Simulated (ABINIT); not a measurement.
## A self-consistent single point of K3ScCl6 (Fm-3m, 10 atoms in the cell) with ABINIT

Computed with LDA (PW92), PAW (JTH v2.0 LDA PAW) (plane waves; ABINIT 10.0.3).

This input was run:

```
# K3ScCl6, JTH v2.0 LDA PAW
pp_dirpath "./"
pseudos "K.LDA_PW-JTH.xml, Sc.LDA_PW-JTH.xml, Cl.LDA_PW-JTH.xml"
acell 7.7250779449 7.7250779449 7.7250779449 Angstrom
rprim
        -0.0000000000    0.7071067812    0.7071067812
         0.7071067812   -0.0000000000    0.7071067812
         0.7071067812    0.7071067812    0.0000000000
natom 10
ntypat 3
znucl 19 21 17
typat 1 1 1 2 3 3 3 3 3 3
xred
         0.7500000000    0.7500000000    0.7500000000
         0.2500000000    0.2500000000    0.2500000000
         0.5000000000    0.5000000000    0.5000000000
         0.0000000000    0.0000000000    0.0000000000
         0.7718300000    0.2281700000    0.2281700000
         0.2281700000    0.7718300000    0.7718300000
         0.2281700000    0.7718300000    0.2281700000
         0.7718300000    0.2281700000    0.7718300000
         0.2281700000    0.2281700000    0.7718300000
         0.7718300000    0.7718300000    0.2281700000
ecut 60 Ry
pawecutdg 120 Ry
occopt 1
nband 42
kptopt 1
ngkpt 2 2 2
nshiftk 1
shiftk 0 0 0
nstep 50
tolvrs 1.0e-12
diemac 9
prtwf 0
prtden 0
prtvol 1
enunit 2
```

The program printed (abridged):

```
 Symmetries : space group Fm -3 m (#225); Bravais cF (face-center cubic)

 -outvars: echo values of preprocessed input variables --------
            acell      1.4598281671E+01  1.4598281671E+01  1.4598281671E+01 Bohr
           diemac      9.00000000E+00
             ecut      3.00000000E+01 Hartree
           enunit           2
              ixc       -1012
         kptrlatt        2    0    0      0    2    0      0    0    2
          kptrlen      2.91965633E+01
            natom          10
            nband          42
            ngfft          72      72      72
          ngfftdg         108     108     108
             nkpt           3
            nstep          50
             nsym          48
           ntypat           3
        pawecutdg      6.00000000E+01 Hartree
            rprim     -0.0000000000E+00  7.0710678120E-01  7.0710678120E-01
                       7.0710678120E-01 -0.0000000000E+00  7.0710678120E-01
                       7.0710678120E-01  7.0710678120E-01  0.0000000000E+00
          spgroup         225
           tolvrs      1.00000000E-12
            typat      1  1  1  2  3  3  3  3  3  3
           useylm           1
             xred      7.5000000000E-01  7.5000000000E-01  7.5000000000E-01
                       2.5000000000E-01  2.5000000000E-01  2.5000000000E-01
                       5.0000000000E-01  5.0000000000E-01  5.0000000000E-01
                       0.0000000000E+00  0.0000000000E+00  0.0000000000E+00
                       7.7183000000E-01  2.2817000000E-01  2.2817000000E-01
                       2.2817000000E-01  7.7183000000E-01  7.7183000000E-01
                       2.2817000000E-01  7.7183000000E-01  2.2817000000E-01
                       7.7183000000E-01  2.2817000000E-01  7.7183000000E-01
                       2.2817000000E-01  2.2817000000E-01  7.7183000000E-01
                       7.7183000000E-01  7.7183000000E-01  2.2817000000E-01
            znucl       19.00000   21.00000   17.00000

== DATASET  1 ==================================================================

 Real(R)+Recip(G) space primitive vectors, cartesian coordinates (Bohr,Bohr^-1):
 R(1)=  0.0000000 10.3225440 10.3225440  G(1)= -0.0484377  0.0484377  0.0484377
 R(2)= 10.3225440  0.0000000 10.3225440  G(2)=  0.0484377 -0.0484377  0.0484377
 R(3)= 10.3225440 10.3225440  0.0000000  G(3)=  0.0484377  0.0484377 -0.0484377
 Unit cell volume ucvol=  2.1998356E+03 bohr^3
 Angles (23,13,12)=  6.00000000E+01  6.00000000E+01  6.00000000E+01 degrees

 Coarse grid specifications (used for wave-functions):

 getcut: wavevector=  0.0000  0.0000  0.0000  ngfft=  72  72  72
         ecut(hartree)=     30.000   => boxcut(ratio)=   2.00035

 Fine grid specifications (used for densities):

 getcut: wavevector=  0.0000  0.0000  0.0000  ngfft= 108 108 108
         ecut(hartree)=     60.000   => boxcut(ratio)=   2.12169

   6.35974359E+03                                ecore*ucvol(ha*bohr**3)

_setup2: Arith. and geom. avg. npw (full set) are   17233.375   17233.348

--- !BeginCycle
solver: {iscf: 17, nstep: 50, nline: 4, wfoptalg: 10, }
tolerances: {tolvrs: 1.00E-12, }
...

     iter   Etot(hartree)      deltaE(h)  residm     nres2
 ETOT  1  -214.68669521035    -2.147E+02 1.564E+00 1.604E+03
 ETOT  2  -225.92995843828    -1.124E+01 2.742E+00 1.596E+03
 ETOT  3  -225.66108131157     2.689E-01 1.309E+00 4.994E+02
 ETOT  4  -225.46244334042     1.986E-01 4.721E-02 3.189E+02
 ETOT  5  -224.99508423885     4.674E-01 7.046E-02 1.634E+02
 ETOT  6  -224.79498999063     2.001E-01 1.724E-02 9.859E+01
   [... 29 lines left out ...]
 ETOT 36  -224.47273014216     1.165E-12 1.637E-04 1.762E-10
 ETOT 37  -224.47273014217    -3.070E-12 9.652E-05 2.003E-10
 ETOT 38  -224.47273014216     2.501E-12 5.232E-05 3.182E-11
 ETOT 39  -224.47273014219    -2.365E-11 8.546E-06 4.134E-12
 ETOT 40  -224.47273014217     2.001E-11 9.301E-06 1.551E-13

 At SCF step   40       nres2   =  1.55E-13 < tolvrs=  1.00E-12 =>converged.

 Cartesian components of stress tensor (hartree/bohr^3)
  sigma(1 1)=  8.51659588E-05  sigma(3 2)=  0.00000000E+00
  sigma(2 2)=  8.51659588E-05  sigma(3 1)=  0.00000000E+00
  sigma(3 3)=  8.51659588E-05  sigma(2 1)=  0.00000000E+00

 ----iterations are completed or convergence reached----

 reduced coordinates (array xred) for   10 atoms
       0.750000000000      0.750000000000      0.750000000000
       0.250000000000      0.250000000000      0.250000000000
       0.500000000000      0.500000000000      0.500000000000
       0.000000000000      0.000000000000      0.000000000000
       0.771830000000      0.228170000000      0.228170000000
       0.228170000000      0.771830000000      0.771830000000
       0.228170000000      0.771830000000      0.228170000000
       0.771830000000      0.228170000000      0.771830000000
       0.228170000000      0.228170000000      0.771830000000
       0.771830000000      0.771830000000      0.228170000000
 cartesian forces (eV/Angstrom) at end:
    1     -0.00000000000000     0.00000000000000    -0.00000000000000
    2      0.00000000000000     0.00000000000000    -0.00000000000000
    3     -0.00000000000000     0.00000000000000    -0.00000000000000
    4     -0.00000000000000     0.00000000000000    -0.00000000000000
    5     -0.22316977094861     0.00000000000000    -0.00000000000000
    6      0.22316977094861     0.00000000000000    -0.00000000000000
    7     -0.00000000000000    -0.22316977094861    -0.00000000000000
    8     -0.00000000000000     0.22316977094861    -0.00000000000000
    9     -0.00000000000000     0.00000000000000    -0.22316977094861
   10      0.00000000000000    -0.00000000000000     0.22316977094861
 frms,max,avg= 9.9804556E-02 2.2316977E-01   0.000E+00  0.000E+00  0.000E+00 e/A
 length scales= 14.598281671056 14.598281671056 14.598281671056 bohr
              =  7.725077944900  7.725077944900  7.725077944900 angstroms
 Fermi (or HOMO) energy (hartree) =  -0.01286   Average Vxc (hartree)=  -0.29028
 Eigenvalues (hartree) for nkpt=   3  k points:
 kpt#   1, nband= 42, wtk=  0.12500, kpt=  0.0000  0.0000  0.0000 (reduced coord)
  -1.76350   -1.05109   -1.05107   -1.00552   -0.98761   -0.98761   -0.98761   -0.48875
  -0.47659   -0.47659   -0.47659   -0.47240   -0.47240   -0.45006   -0.45006   -0.45006
  -0.44984   -0.44984   -0.44984   -0.40524   -0.40524   -0.40524   -0.11486   -0.08006
  -0.08006   -0.08006   -0.07605   -0.07605   -0.07605   -0.07346   -0.07346   -0.03356
  -0.03356   -0.03356   -0.02461   -0.02461   -0.02461   -0.01286   -0.01286   -0.01286
   0.12924    0.12924
 prteigrs : prtvol=0 or 1, do not print more k-points.

 Fermi (or HOMO) energy (eV) =  -0.35006   Average Vxc (eV)=  -7.89900
 Eigenvalues (   eV  ) for nkpt=   3  k points:
 kpt#   1, nband= 42, wtk=  0.12500, kpt=  0.0000  0.0000  0.0000 (reduced coord)
 -47.98737  -28.60150  -28.60109  -27.36154  -26.87420  -26.87420  -26.87420  -13.29963
 -12.96873  -12.96873  -12.96873  -12.85453  -12.85453  -12.24666  -12.24666  -12.24666
 -12.24077  -12.24077  -12.24077  -11.02716  -11.02716  -11.02716   -3.12550   -2.17844
  -2.17844   -2.17844   -2.06948   -2.06948   -2.06948   -1.99884   -1.99884   -0.91327
  -0.91327   -0.91327   -0.66978   -0.66978   -0.66978   -0.35006   -0.35006   -0.35006
   3.51669    3.51683
 prteigrs : prtvol=0 or 1, do not print more k-points.

--- !EnergyTerms
comment             : Components of total free energy in Hartree
kinetic             :  6.93927867974471E+01
hartree             :  6.33843314527346E+01
xc                  : -4.24430611867802E+01
Ewald energy        : -1.42464232783256E+02
psp_core            :  2.89100862421364E+00
local_psp           : -2.12889250620359E+02
spherical_terms     :  3.76556875197217E+01
total_energy        : -2.24472730196279E+02
total_energy_eV     : -6.10821362747315E+03
...

-Cartesian components of stress tensor (GPa)         [Pressure= -2.5057E+00 GPa]
- sigma(1 1)=  2.50566859E+00  sigma(3 2)=  0.00000000E+00
- sigma(2 2)=  2.50566859E+00  sigma(3 1)=  0.00000000E+00
- sigma(3 3)=  2.50566859E+00  sigma(2 1)=  0.00000000E+00

 Calculation completed.
```

The run converged in 40 iterations.

The starting cell comes from a database of computed structures (which also holds hypothetical and non-ambient phases and stackings), without a prior relaxation at this level.

These are the values that this program gave, and no reference: the one-centre exchange-correlation terms come from a truncated expansion.

Cost on one core of a shared machine: roughly 6 min.
